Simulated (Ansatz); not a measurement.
Functionals compared on a constructed model of the (110) surface of bcc Nb, a pseudomorphic layer of Cu in the host's stacking (bottom of the slab: a bare face, its two planes held), in Ansatz (plane waves, PAW). The structure was relaxed with PBE; the other rows are single points on it. Cutoff 420 eV (500 eV for r2SCAN).

Model: 7-atom slab, 14.3 Å thick at the start, 14x14x1 mesh, Fermi-Dirac 0.1 eV, dipole correction, 2 atoms held, the rest relaxed; start symmetry kept, larger cells not searched; no spin, no spin-orbit, no U. It is one candidate, not shown to be the stable structure of the face. These notes are the PBE run's.

```
functional  work function of the top face (eV)          rough cost of the single point
----------  ----------------------------------  --------------------------------------
PBE                                       3.88                                       –
RPBE                                      3.71  about 30 core-seconds (a rough figure)
r2SCAN                                    3.80                 roughly 60 core-seconds
```

Ansatz is a quantum-chemistry and plane-wave program.
